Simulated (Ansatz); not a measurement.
The starting structures come from a database of crystals and need not be the phases stable at ambient conditions.

By PBEsol, the system below comes out a metal.

Without scattering a metal conducts by its projected Fermi surface.

Consider the following.

```
CELL_PARAMETERS angstrom
      4.07292     0.00000     0.00000
      0.00000     5.27942     0.00000
      2.03646     0.00000     2.03646
ATOMIC_POSITIONS crystal
  Si 0.50000 0.72051 0.00000
  Si 0.50000 0.27949 0.00000
  Ru 0.00000 0.00000 0.00000
```

Space group of this cell: P4/mmm. The cell is taken as given; by PBEsol its mean pressure is -5.7 GPa.

The current flows along the normal of the first two printed cell vectors, the (110) plane of the conventional cell. No spin-orbit coupling; the value is a mean over 0.1 eV about the Fermi level.

Question: State the ballistic conductance per area according to PBEsol (Ansatz, a first-principles code).

Answer: 0.34 × 10¹⁵ S/m² for both spins.
